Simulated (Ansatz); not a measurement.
**Hypothetical Fm-3m WGe2, element substitutions**

The parent structure is WGe2 (space group Fm-3m, No. 225; a = 6.1270 Å; a hypothetical phase, not in the database extracts checked).

Each row replaces one element on all its sites; cell and atoms are relaxed.

All numbers come from PBE (Ansatz, a first-principles code), no SOC, earlier PAW set.

| variant | density | shortest interatomic distance |
|---|---|---|
| base | 9.50 g/cm³ | 2.653 Å |
| W → Mo | 7.07 g/cm³ | 2.640 Å |
| Ge → Zn | 9.57 g/cm³ | 2.608 Å |
| Ge → Pt | ___ | ___ |

Complete the table.


- Ge → Pt, density: 17.01 g/cm³
- Ge → Pt, shortest interatomic distance: 2.630 Å

Whether these cells are dynamically stable was not tested. As relaxed here, MoGe2, Zn2W and Pt2W are hypothetical phases, not in the database extracts checked. All final runs are without spin polarisation. MoGe2, WGe2 and Zn2W have a high density of states at the Fermi level and may be magnetic at this level.
